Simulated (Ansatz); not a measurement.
# Competing hops of O vacancy in bixbyite In2O3, charge state +2

System: O vacancy in bixbyite In2O3 (charge state +2). Calculation: PBE, PAW (plane waves to 420 eV; Ansatz, a program for electronic structure).

Settings: 80 host sites, the relaxed PBE lattice, one k-point at (0.250, 0.250, 0.250), smearing 0.01 eV, spin-restricted, no image-charge correction. Static, classical nuclei. The charge state is imposed; whether it is stable for some Fermi level was not computed. Forms of the defect that were not tried may lie lower.

Barriers: single points on a 2×2×2 k-point mesh shifted by half a step at the bands' geometries.

```json
[
 {"Route": "a nearby O atom hops onto the vacant site", "Start site over the lowest site run (eV)": "0.00", "Hop (Å)": "2.64", "Forward barrier (eV)": "0.55", "Backward barrier (eV)": "0.55", "Neighbours at the start": "In at 2.09, In at 2.25, In at 2.29, In at 2.44 Å", "Neighbours at the saddle": "In at 2.04, In at 2.36, In at 2.52 Å", "Saddle order": "first order", "Forward, on the band's own sampling (eV)": "0.55"},
 {"Route": "a nearby O atom hops onto the vacant site", "Start site over the lowest site run (eV)": "0.00", "Hop (Å)": "2.38", "Forward barrier (eV)": "0.80", "Backward barrier (eV)": "0.80", "Neighbours at the start": "In at 2.15, In at 2.17, In at 2.28, In at 2.35 Å", "Neighbours at the saddle": "In at 2.02, In at 2.04 Å", "Saddle order": "first order", "Forward, on the band's own sampling (eV)": "0.80"},
 {"Route": "a nearby O atom hops onto the vacant site", "Start site over the lowest site run (eV)": "0.00", "Hop (Å)": "2.57", "Forward barrier (eV)": "1.11", "Backward barrier (eV)": "1.11", "Neighbours at the start": "In at 2.16, In at 2.17, In at 2.27, In at 2.31 Å", "Neighbours at the saddle": "In at 2.00, In at 2.03 Å", "Saddle order": "first order", "Forward, on the band's own sampling (eV)": "1.11"},
 {"Route": "a nearby O atom hops onto the vacant site", "Start site over the lowest site run (eV)": "0.00", "Hop (Å)": "3.35", "Forward barrier (eV)": "1.39", "Backward barrier (eV)": "1.39", "Neighbours at the start": "In at 2.18, 2 In at 2.21, In at 2.27; O at 2.82 Å", "Neighbours at the saddle": "In at 2.04, In at 2.20, In at 2.58; O at 2.49 Å", "Saddle order": "first order", "Forward, on the band's own sampling (eV)": "1.39"}
]
```

Paths come from CI-NEB runs. Of the routes that converged and passed our checks, the lowest saddle point lies 0.55 eV above the lowest of the sites run (a nearby O atom hops onto the vacant site); other sites, such as split forms, and other routes may lie lower.
